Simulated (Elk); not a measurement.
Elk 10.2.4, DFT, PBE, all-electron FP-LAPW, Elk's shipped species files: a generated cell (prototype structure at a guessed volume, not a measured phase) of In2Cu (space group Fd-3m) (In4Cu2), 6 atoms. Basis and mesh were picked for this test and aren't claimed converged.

```
Quantity                                                Result
-----------------------------  -------------------------------
cell                           6.12, 6.12, 6.12 Å; 60, 60, 60°
task                                              ground state
xctype                                                      20
swidth                                           0.004 Hartree
k mesh (ngridk)                                          6×6×6
maxscl                                                     100
rgkmax                                             7 (default)
empty states an atom (nempty)                      4 (default)
epspot (Hartree)                               1e-06 (default)
epsengy (Hartree)                             0.0001 (default)
k-points after symmetry                                     16
largest matrix size                                        499
valence states                                              79
```

One run each.

All on 4 threads, 1 BLAS thread. Base settings, kept where nothing else is said: mixtype = 3 (default), mixsdb = 5 (default), broydpm = [0.4, 0.15] (default), tefvit = false (default) (beta0, autolinengy not set). The settings tried:
- mixtype = 1, beta0 = 0.01
- broydpm = [0.2, 0.15]
- mixtype = 0, beta0 = 0.3
- mixsdb = 20
- broydpm = [0.1, 0.15]
- tefvit = true
- mixsdb = 12
- broydpm = [0.05, 0.15]
- mixsdb = 8
- mixsdb = 2
- autolinengy = true
- the base settings
- mixsdb = 3
- broydpm = [0.4, 0.5]
- broydpm = [0.7, 0.15]
- broydpm = [0.4, 0.01]
- mixtype = 1, beta0 = 0.05 (default)
- mixtype = 1, beta0 = 0.1
- mixtype = 0, beta0 = 0.1

### Question
Name the extremes by self-consistent loops: fewest, most, and any that don't converge.

### Answer
Fewest self-consistent loops, with those close behind: mixsdb = 2 (16); broydpm = [0.4, 0.5] (18); broydpm = [0.7, 0.15] (19). Most among those that reach the base run's result: mixtype = 1, beta0 = 0.01 (49). No convergence: mixtype = 0, beta0 = 0.1 (without self-consistency in 100 loops); mixtype = 0, beta0 = 0.3 (without self-consistency in 100 loops); tefvit = true (without self-consistency in 100 loops). Converged, but to another result than the base run: autolinengy = true (off by energy 9.4 meV/atom; the energy is the lower one).

| setting | self-consistent loops | end |
|---|---|---|
| mixsdb = 2 | 16 | converged |
| broydpm = [0.4, 0.5] | 18 | converged |
| broydpm = [0.7, 0.15] | 19 | converged |
| autolinengy = true | 19 | other result |
| mixsdb = 3 | 20 | converged |
| mixsdb = 8 | 21 | converged |
| broydpm = [0.4, 0.01] | 21 | converged |
| mixsdb = 12 | 22 | converged |
| mixsdb = 20 | 22 | converged |
| the base settings | 23 | converged |
| broydpm = [0.2, 0.15] | 25 | converged |
| broydpm = [0.1, 0.15] | 26 | converged |
| mixtype = 1, beta0 = 0.1 | 28 | converged |
| mixtype = 1, beta0 = 0.05 (default) | 31 | converged |
| broydpm = [0.05, 0.15] | 37 | converged |
| mixtype = 1, beta0 = 0.01 | 49 | converged |
| mixtype = 0, beta0 = 0.1 | 100 | not converged |
| mixtype = 0, beta0 = 0.3 | 100 | not converged |
| tefvit = true | 100 | not converged |

An iteration's cost differs between solvers, so these counts don't give the time.
